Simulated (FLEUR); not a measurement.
Input and output of a self-consistent single point for TiNb (Cmmm, 2 atoms in the cell) (FLEUR).

Level of theory: PBEsol, all-electron FLAPW (FLEUR), scalar-relativistic valence.

The change in words: lattice scaled by 0.98. Reference geometry:
```
TiNb
1.0
    1.64101    -2.31805     0.00000
    1.64101     2.31805     0.00000
    0.00000     0.00000     4.64595
Ti Nb
1 1
Direct
  0.50000   0.50000   0.50000
  0.00000   0.00000   0.00000
```

Reference input (self-consistent single point, DFT, PBEsol, all-electron FLAPW (FLEUR), scalar-relativistic valence): Kmax = 4.5 1/bohr; GmaxXC = 22.5 1/bohr; xcFunctional = PBEs; jspins = 1; l_soc = F; mode = gauss; fermiSmearingEnergy = 0.00999582 Htr; mesh (inpgen div1-3) = 12 12 7; inpgen gamma flag = true; Gmax = 22.5 1/bohr; numbands = 0; maxIterBroyd = 15. This run's input differs from it in these lines:

```diff
@@ -3,5 +3,5 @@
 &input film=f /
-3.1010500191 -4.3804701946 0.0000000000
-3.1010500191 4.3804701946 0.0000000000
-0.0000000000 0.0000000000 8.7795730887
+3.0390292077 -4.2928606017 0.0000000000
+3.0390292077 4.2928606017 0.0000000000
+0.0000000000 0.0000000000 8.6039816269
 1.0
@@ -44,5 +44,5 @@
          <bravaisMatrix>
-            <row-1>    3.1010500191000001    -4.3804701946000000     0.0000000000000000</row-1>
-            <row-2>    3.1010500191000001     4.3804701946000000     0.0000000000000000</row-2>
-            <row-3>    0.0000000000000000     0.0000000000000000     8.7795730886999994</row-3>
+            <row-1>    3.0390292077000001    -4.2928606017000002     0.0000000000000000</row-1>
+            <row-2>    3.0390292077000001     4.2928606017000002     0.0000000000000000</row-2>
+            <row-3>    0.0000000000000000     0.0000000000000000     8.6039816268999996</row-3>
          </bravaisMatrix>
```

Log, with long lists cut:

```
 Iteration:     1   Distance:      14.70490055 me/bohr^3
 Iteration:     2   Distance:       9.76166564 me/bohr^3
 Iteration:     3   Distance:       7.84788066 me/bohr^3
 Iteration:     4   Distance:       3.82911750 me/bohr^3
 Iteration:     5   Distance:       3.14780092 me/bohr^3
   [... 12 lines left out ...]
 Iteration:    18   Distance:       0.00007063 me/bohr^3
 Iteration:    19   Distance:       0.00001041 me/bohr^3
 Iteration:    20   Distance:       0.00001182 me/bohr^3
 Iteration:    21   Distance:       0.00000263 me/bohr^3
 Run finished successfully
 Stop message:
   Structural relaxation: Done

[file out, last iteration]
             iter=     22
[...]
          total density-effective poten   -7.5659091432E+03
          total charge density-energy d   -1.5825079342E+02
 Updated energy parameters for spin:           1
[...]
 fermi energy and band-weighting factors:

[...]
FERMIE:
          first approx. to ef    (T=0)  :   0.472814 htr   (energy of the highest occ. eigenvalue)
          number of occ. states  (T=0)  :       2140
          first approx. to seigv (T=0)  : -10.603290 htr
          sum of weights of occ. states :  12.500992
          sum of semicore charge        :   0.000000 e
          fermi energy=   0.47261 har   work function= -12.86043 ev
          number of valence electrons=  25.00000
     band-weighting factor for spin=    1
   [... lines left out ...]
     k-point=  172
          sum of eigenvalues-correction=   -10.60643
          sum of weight                =    12.50000
          total moment                 =     0.00000
 Direct bandgap for spin            1 :    5.8892911422414040E-003  Htr
 at k-point           96  with k-vector   0.16666666666666666       0.58333333333333337       0.42857142857142855
          valence density: spin= 1
[...]
     l-like charge
     atom     s        p
```

The run converged in 21 iterations. FLEUR gives forces in its relaxation mode, with a further iteration, so its stop message speaks of a relaxation. Against the reference run the total energy falls by 13.7 meV/atom.

The starting cell comes from a database of computed structures (which also holds hypothetical and non-ambient phases and stackings), without a prior relaxation at this level. For this run, on top of that: lattice scaled by 0.98. Spin polarisation is off. Values depend on the basis (sphere radii, cutoffs, local orbitals), which need not be converged. The log's line on a gap gives a spacing of levels on this mesh, which the program prints for metals too.

Cost on one core of a shared machine: roughly 3 min.
